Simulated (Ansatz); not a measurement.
## WS2: energy against volume

WS2 (2H layered, P6_3/mmc, 17.434 Å³/atom and stress up to 0.01 GPa in the relaxed cell, c along z) under hydrostatic pressure, with the cell free. PBE-D3(BJ) in Ansatz, a plane-wave DFT program (PAW, default set), 420 eV, 12×12×3 Γ-centred mesh, Fermi-Dirac smearing 0.05 eV; ions are relaxed, or left where forces stay under 0.02 eV/Å, within the symmetry of each cell.

Here V stands for volume and E for E less E0.

```csv
volume (Å³/atom),E less E0 (meV/atom),pressure (GPa)
18.4953,7.73,-2.01
17.8350,1.32,-1.01
17.4336,0.00,0.00
17.3308,0.09,0.30
17.2071,0.48,0.70
16.9852,1.99,1.50
16.6389,6.80,2.99
16.2598,?,?
```

The 7 complete rows are fitted with the third-order Birch-Murnaghan form, a cubic in V^(-2/3), E against V. With u = V^(-2/3) - 0.149, the rows have u = -0.006014, -0.002507, -0.000267, 0.000321, 0.001036, 0.002340, 0.004432. Least squares gives E = 0.022 + 141.6·u + 280754·u² + 7325717·u³. Residuals (row less fit): -0.001, 0.004, -0.004, -0.007, 0.002, 0.005, -0.002; standard error 0.006 (degrees of freedom: 3). Its minimum lies at u = -0.000255, so V0 = (0.148745)^(-3/2) = 17.43. There d²E/du² = 550300 and d³E/du³ = 4.395e7, so B0 = (4/9) × 17.43^(-7/3) × 550300 × 0.160218 = 49.7 GPa (the last factor turns the table's units into GPa), and B0' = 4 + (2/3) × 0.148745 × (4.395e7)/550300 = 11.9. B0' rests on the cubic coefficient alone and has a standard error of 0.1 from these residuals.

Question: Estimate the missing E (V = 16.2598); what did the run itself give?

Answer: u = 0.006808, so E = 0.022 + 141.6 × 0.006808 + 280754 × 0.006808² + 7325717 × 0.006808³ = 16.310 meV/atom. The calculation gives 16.18 meV/atom, 0.130 meV/atom below the prediction (0.8 % of the range of E in the table). The row lies outside the fitted rows, so this is an extrapolation. From the scatter of the fitted rows alone, a prediction at this place has a standard error of 0.026 meV/atom, so the miss is 5.0 times that.

Spin-orbit coupling is left out, which can shift these values for the heavy elements here. Other structures, which can take over under pressure, weren't tried. The same form fitted to the pressure column gives B0' = 11.8; series where the two differ by over 0.4 aren't shown. Rows are the converged runs of the series near zero and its far end, less any whose ions stayed unrelaxed beside relaxed ones; series whose fitted rows scatter by over a few per cent of the range, as at a crossing or softening among them, aren't shown in this form.
